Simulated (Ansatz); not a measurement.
TlCl under a change: biaxial strain +1.25 %, plane normal [111], relaxed out of plane

The parent structure is TlCl in the CsCl type structure (space group Pm-3m, No. 221; a = 3.769 Å). Axes: x, y, z lie along the cube axes.

The change: biaxial strain +1.25 %, plane normal [111], relaxed out of plane (Cartesian); in-plane vectors clamped, the third vector and the atoms free.

Level of theory: Ansatz (an electronic-structure program), PBEsol, PAW, cutoff 420 eV, spin-orbit coupling left out. Settings: 9×9×9 k-points, 0.05 eV Fermi–Dirac smearing.

The volume per atom goes up by 0.35 Å³ (26.77 Å³ → 27.12 Å³) and the shortest interatomic distance decreases by 0.0387 Å (3.264 Å → 3.226 Å). The energy increases by 1.1 meV/atom and the pressure (mean of the normal stresses, compression positive) falls by 3.45 kbar, from -0.1 kbar to -3.5 kbar. The band gap goes up by 0.030 eV (1.79 eV → 1.83 eV) and the gap character comes out as direct at L. The electron mass changes from 0.14 mₑ along k, 0.27 mₑ across (at X) to 0.15 mₑ along k, 0.27 mₑ across (at X) and the valley order (the lowest conduction-band minima on the path, energy above the VBM, named in the base's zone) changes from X along ⟨100⟩ 1.79 eV; R along ⟨111⟩ 2.19 eV to X along [100] 1.83 eV; R along [111] 2.19 eV. The out-of-plane strain comes out as -1.19 % and the ratio −ε⊥/ε∥ is 0.95. The mean in-plane stress (compression positive) comes out as -0.5 GPa.

Final structure (turned so that z lies along the plane normal):

```xyz
2
Lattice="5.3971 0.0000 0.0000 2.6986 4.6740 0.0000 2.6986 -1.5580 2.1503" Properties=species:S:1:pos:R:3 pbc="T T T"
Tl     0.0000     0.0000     0.0000
Cl     2.6986     1.5580     1.0752
```

With Tl present, leaving out spin-orbit coupling can change the band edges. Masses are band curvatures over ±0.01 Å⁻¹ around the edge. Along k means along the line from Γ to the band edge. Stability against distortions was not tested. k-point labels follow each cell's own Brillouin zone.
